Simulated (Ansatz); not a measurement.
The reference is Pd in the fcc (Cu type) structure (space group Fm-3m, No. 225; a = 3.878 Å; relaxed with 0.1 eV smearing). Axes: x, y, z lie along the cube axes.

Method: Ansatz (a first-principles code) PBEsol, no spin-orbit coupling.

One thing is altered: uniaxial strain ε_zz = +3.00 %, all other strain components held at zero; the atoms relax in the strained cell.

**Question.** How does this affect the energy relative to the base?

**Answer.** The energy rises by 9.5 meV/atom.

**Question.** Estimate the effect on the stress.

**Answer.** The stress (xx, yy, zz, yz, xz, xy; compression positive) amounts to (-4.8, -4.8, -6.7, 0.0, 0.0, 0.0) GPa.

Whether these cells are dynamically stable was not tested. All final runs are without spin polarisation. Pd lies near a magnetic instability that expansion can trigger; it was not tested.
